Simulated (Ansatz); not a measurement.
Input:

```
CELL_PARAMETERS angstrom
     -1.93808     1.93808     3.99026
      1.93808    -1.93808     3.99026
      1.93808     1.93808    -3.99026
ATOMIC_POSITIONS crystal
  Pt 0.75000 0.25000 0.50000
  Pt 0.25000 0.75000 0.50000
  Pt 0.50000 0.50000 0.00000
  W  0.00000 0.00000 0.00000
```

All values below come from PBEsol, DFPT electron-phonon coupling, linearised Boltzmann equation (plane waves, PAW, scalar-relativistic; Ansatz, a program for electronic structure). Cell: relaxed with this functional, without spin-orbit coupling.

Predict the intrinsic resistivity at 300 K.

15.1 (x), 15.1 (y), 25 (z) μΩ·cm.

How long is the mean free path there?

5.8 (x), 5.8 (y), 6.7 (z) nm, weighted by the current that each state carries. Wires not much wider than this gain resistivity from their walls.

A metal at this level (no band gap). Only scattering by harmonic phonons is included (no impurities, grain boundaries, electron-electron scattering or thermal expansion). Spin-orbit coupling is left out, which matters with elements this heavy. The run warned that the eigensolver left some states short of its tolerance. Halving the electron mesh (20x20x20) moves the resistivity by up to 8 % at 300 K, the mean free path by up to 2 %. Smearing 0.20 eV; phonons on a 5x5x5 q mesh, which this run doesn't test.

Computed structure with no diffraction record at hand here (it may be known, metastable or hypothetical): WPt3 (I4/mmm).
